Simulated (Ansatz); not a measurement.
The structure below was relaxed with Ansatz (an electronic-structure program), PBEsol, PAW, cutoff 420 eV, scalar-relativistic without spin-orbit coupling.

Space group Pm-3m (No. 221); a = b = c = 4.1299 Å, α = β = γ = 90.00°

| atom | site | symmetry | x | y | z |
|---|---|---|---|---|---|
| Sr | 1a | m-3m | 0.0000 | 0.0000 | 0.0000 |
| Zr | 1b | m-3m | 0.5000 | 0.5000 | 0.5000 |
| O | 3c | 4/mm.m | 0.0000 | 0.5000 | 0.5000 |

**Question.** Write out a cell with all atoms.

**Answer.** 
```xyz
5
Lattice="4.1299 0.0000 0.0000 0.0000 4.1299 0.0000 0.0000 0.0000 4.1299" Properties=species:S:1:pos:R:3 pbc="T T T"
Sr     0.0000     0.0000     0.0000
Zr     2.0649     2.0649     2.0649
O      0.0000     2.0649     2.0649
O      2.0649     2.0649     0.0000
O      2.0649     0.0000     2.0649
```
This is the conventional cell.

No phonon test of stability was made. The cell was made from SrTiO3 by this change: Ti → Zr; the result is a model cell. Many cubic perovskites are stable only at high temperature; tilts and polar distortions were not tested.
